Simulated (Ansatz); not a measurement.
Data:

```xyz
7
Lattice="1.5889 0.9173 8.1995 -1.5889 0.9173 8.1995 0.0000 -1.8347 8.1995" Properties=species:S:1:pos:R:3 pbc="T T T"
In     0.0000     0.0000    24.5381
Ga     0.0000     0.0000     5.2269
Zn     0.0000     0.0000    19.2258
O      0.0000     0.0000     3.3262
O      0.0000     0.0000    21.6200
O      0.0000     0.0000     7.0982
O      0.0000     0.0000    17.3589
```

No spin polarisation.

Calculations: Kohn–Sham DFT with the PBEsol functional, run in Ansatz (a program for electronic structure) with PAW and 420 eV plane waves, without spin-orbit coupling, earlier PAW set. Γ-centred 12×12×12 mesh, Fermi–Dirac width 0.05 eV.

### Question
What band gap does the calculation give?

### Answer
1.69 eV.

### Question
Predict the gap character.

### Answer
Direct at Γ.

### Question
Predict the valence-band top at Γ (three highest levels, from the VBM).

### Answer
0.00, 0.00, -0.82 eV.

Load acts through the strain it causes; cell and atoms are relaxed under it. Whether these cells are dynamically stable was not tested. No other phases were tried under pressure. The cell was made from ZnInGaO4 (space group R3m, No. 160) by this change: pressure 30 GPa.
